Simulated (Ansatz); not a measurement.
## Response to strain in KTaO3

Consider KTaO3 in the cubic perovskite structure (space group Pm-3m, No. 221; a = 3.952 Å). Axes: x, y, z lie along the cube axes.

Strains are applied to the cell and any free atomic positions relax.

The values are results of Kohn–Sham DFT with the LDA functional, run in Ansatz (a program for electronic structure) with PAW and 420 eV plane waves, without spin-orbit coupling, not measurements.

Notes on the quantities. pressure: mean of the normal stresses, compression positive; energy relative to the base: free energy F.

```tsv
variant	pressure	volume per atom	energy relative to the base	smallest direct gap
base	-0.01 GPa	12.34 Å³	0 meV/atom	2.73 eV
uniaxial strain ε_zz = −3.00 %	(withheld)	11.97 Å³	+19 meV/atom	2.69 eV
uniaxial strain ε_zz = −2.40 %	5.84 GPa	12.05 Å³	+12 meV/atom	2.70 eV
uniaxial strain ε_zz = −1.80 %	(withheld)	12.12 Å³	(withheld)	2.71 eV
uniaxial strain ε_zz = −1.20 %	2.76 GPa	12.20 Å³	+2.9 meV/atom	2.72 eV
uniaxial strain ε_zz = −0.60 %	1.34 GPa	12.27 Å³	(withheld)	2.72 eV
```

What belongs in the blanks?


- uniaxial strain ε_zz = −3.00 %, pressure: 7.52 GPa
- uniaxial strain ε_zz = −1.80 %, pressure: 4.26 GPa
- uniaxial strain ε_zz = −1.80 %, energy relative to the base: +6.6 meV/atom
- uniaxial strain ε_zz = −0.60 %, energy relative to the base: +0.7 meV/atom

With Ta present, leaving out spin-orbit coupling can change the band edges. Whether these cells are dynamically stable was not tested.
